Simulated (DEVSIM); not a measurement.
System: abrupt In0.53Ga0.47As n-p junction, at 300 K.

```
layer (left to right)        material  thickness (μm)  Nd (cm⁻³)  Na (cm⁻³)  τn (s)  τp (s)
---------------------  --------------  --------------  ---------  ---------  ------  ------
1                      In0.53Ga0.47As           0.120     1.2e16          -  1.6e-8  1.6e-7
2                      In0.53Ga0.47As            2.80          -     1.9e15  1.6e-8  1.6e-8
```

Left contact: ohmic. Right contact: ohmic. Voltage is applied to the left contact. Recombination: SRH at mid-gap, radiative, Auger. Mobility is constant in doping.

Constants are typed, rounded textbook-type inputs, not results; the design itself was drawn at random and stands for no fabricated device. Values at 300 K.

| parameter | In0.53Ga0.47As |
|---|---|
| gap (eV) | 0.74 |
| affinity (eV) | 4.51 |
| permittivity | 13.9 |
| Nc (cm⁻³) | 2.1e17 |
| Nv (cm⁻³) | 7.7e18 |
| μn (cm²/Vs) | 12000 |
| μp (cm²/Vs) | 300 |
| B (cm³/s) | 9.6e-11 |
| Cn (cm⁶/s) | 5e-29 |
| Cp (cm⁶/s) | 5e-29 |

DEVSIM, 1D drift-diffusion, Boltzmann statistics, complete ionisation; no tunnelling, impact ionisation, image-force lowering or self-heating.

### Question
Tabulate band edges, carrier densities and field at zero bias.

### Answer
Energies count from the Fermi level of the right contact; mesh points crowd at the junctions.

| x (μm) | Ec (eV) | Ev (eV) | n (cm⁻³) | p (cm⁻³) | field (V/cm) |
|---|---|---|---|---|---|
| 0.000 | 0.074 | -0.666 | 1.2e16 | 5.0e7 | 2900 |
| 0.01374 | 0.078 | -0.662 | 1.0e16 | 5.8e7 | 3100 |
| 0.03207 | 0.084 | -0.656 | 8.1e15 | 7.4e7 | 3700 |
| 0.05890 | 0.096 | -0.644 | 5.0e15 | 1.2e8 | 5600 |
| 0.09059 | 0.120 | -0.620 | 2.1e15 | 2.9e8 | 9200 |
| 0.1083 | 0.138 | -0.602 | 1.0e15 | 5.9e8 | 12000 |
| 0.1210 | 0.154 | -0.586 | 5.5e14 | 1.1e9 | 13000 |
| 0.1439 | 0.183 | -0.557 | 1.8e14 | 3.4e9 | 13000 |
| 0.1770 | 0.223 | -0.517 | 3.7e13 | 1.6e10 | 12000 |
| 0.2273 | 0.279 | -0.461 | 4.3e12 | 1.4e11 | 10000 |
| 0.3087 | 0.356 | -0.384 | 2.2e11 | 2.7e12 | 8400 |
| 0.5004 | 0.473 | -0.267 | 2.4e9 | 2.5e14 | 3900 |
| 0.7507 | 0.519 | -0.221 | 4.0e8 | 1.5e15 | 580 |
| 1.156 | 0.525 | -0.215 | 3.2e8 | 1.9e15 | 12 |
| 1.952 | 0.525 | -0.215 | 3.2e8 | 1.9e15 | ≈ 0 |
| 2.331 | 0.525 | -0.215 | 3.2e8 | 1.9e15 | ≈ 0 |
| 2.565 | 0.525 | -0.215 | 3.2e8 | 1.9e15 | ≈ 0 |
| 2.710 | 0.525 | -0.215 | 3.2e8 | 1.9e15 | ≈ 0 |
| 2.821 | 0.525 | -0.215 | 3.2e8 | 1.9e15 | ≈ 0 |
| 2.871 | 0.525 | -0.215 | 3.2e8 | 1.9e15 | ≈ 0 |
| 2.899 | 0.525 | -0.215 | 3.2e8 | 1.9e15 | ≈ 0 |
| 2.920 | 0.525 | -0.215 | 3.2e8 | 1.9e15 | ≈ 0 |
